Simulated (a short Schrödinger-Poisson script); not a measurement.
MOS inversion layer, SiO2 on p-type Si(100)

Stack: MOS inversion layer, SiO2 on p-type Si(100), at 400 K.

```
layer  material  thickness (nm)  Na (cm⁻³)
-----  --------  --------------  ---------
1          SiO2             1.6          -
2            Si            1700     1.2e17
```

Constants are typed, rounded textbook-type inputs, not results; the design itself was drawn at random and stands for no fabricated device. SiO2: permittivity 3.9, conduction-band edge (eV) 3.15, gap (eV) 9, electron mass (mₑ) 0.5. Si: permittivity 11.7, conduction-band edge (eV) 0, gap (eV) 1.124, Nv at 300 K (cm⁻³) 3.1e19.

Channel valleys (confinement mass, in-plane density-of-states mass, number): Δ2 0.916, 0.19, 2; Δ4 0.19, 0.417, 4. At the gate the conduction-band edge of layer 1 lies 3.32 eV − eVg above the Fermi level of the channel; the field vanishes at the back. Gaps are held at their typed values at every temperature. Mesh 0.03 nm at interfaces.

From a short Schrödinger-Poisson script (our own, NumPy): 1D Poisson equation in equilibrium, electrons quantum, Hartree (BenDaniel-Duke, 12 states a valley, the channel's in-plane mass for all, wave functions free to enter the dielectric), parabolic valleys, classical holes, full ionisation, no traps, pinning or gate leakage.

```tsv
Vg (V)	electrons (cm⁻²)	C (μF/cm²)	Δ2 E0 (meV)	Δ2 E1 (meV)	Δ4 E0 (meV)	Δ4 E1 (meV)
-0.05	1.22e9	0.127	338.4	373.9	366.6	425.4
0	4.48e9	0.135	292.7	329.2	321.6	382.1
0.05	1.61e10	0.174	247.6	285.1	277.3	339.5
0.1	5.41e10	0.294	204.8	243.6	235.4	299.3
0.15	1.54e11	0.529	167.5	207.9	199.3	265.2
0.2	3.42e11	0.798	138.1	180.8	171.7	239.8
0.25	6.14e11	1.01	115.8	161.4	151.6	222.2
0.3	9.47e11	1.16	98.7	147.4	136.8	210.0
0.35	1.32e12	1.27	85.0	136.9	125.4	201.1
0.4	1.73e12	1.36	73.6	128.8	116.4	194.5
0.45	2.16e12	1.42	63.9	122.2	109.0	189.4
0.5	2.61e12	1.47	55.4	116.8	102.7	185.3
0.55	3.07e12	1.51	47.8	112.3	97.4	181.9
0.6	3.55e12	1.54	41.0	108.4	92.6	179.1
0.65	4.04e12	1.57	34.8	105.0	88.4	176.8
0.7	4.53e12	1.60	29.1	102.1	84.7	174.8
0.75	5.03e12	1.62	23.8	99.5	81.2	173.0
0.8	5.54e12	1.64	18.9	97.1	78.1	171.5
0.85	6.05e12	1.66	14.2	95.0	75.2	170.1
0.9	6.57e12	1.67	9.8	93.1	72.5	168.9
0.95	7.10e12	1.69	5.6	91.4	69.9	167.9
```

Subbands count from the Fermi level.
